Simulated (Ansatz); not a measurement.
A computed series for Be: pressure series

Start from Be in the hcp (Mg type) structure (space group P6_3/mmc, No. 194; a = 2.265 Å, c = 3.561 Å).

Cell and atoms are relaxed at each pressure.

Computed with PBE (Ansatz, an electronic-structure program, PAW, no spin-orbit coupling).

Notes on the quantities. enthalpy: H = E + PV relative to the base's energy.

| case | density | enthalpy |
|---|---|---|
| base | 1.89 g/cm³ | – |
| pressure −2 GPa | ? | -0.10 eV/atom |
| pressure −1 GPa | 1.88 g/cm³ | -0.05 eV/atom |
| pressure 0.3 GPa | 1.90 g/cm³ | +0.01 eV/atom |
| pressure 0.7 GPa | 1.90 g/cm³ | +0.03 eV/atom |
| pressure 1.5 GPa | 1.92 g/cm³ | +0.07 eV/atom |
| pressure 3 GPa | ? | +0.15 eV/atom |
| pressure 5 GPa | 1.97 g/cm³ | +0.24 eV/atom |
| pressure 7.5 GPa | ? | +0.36 eV/atom |
| pressure 10 GPa | ? | +0.48 eV/atom |

Some entries are withheld; estimate them.


- pressure −2 GPa, density: 1.86 g/cm³
- pressure 3 GPa, density: 1.94 g/cm³
- pressure 7.5 GPa, density: 2.00 g/cm³
- pressure 10 GPa, density: 2.03 g/cm³

Load acts through the strain it causes; cell and atoms are relaxed under it. Stability against distortions was not tested. Competing high-pressure phases were not computed.
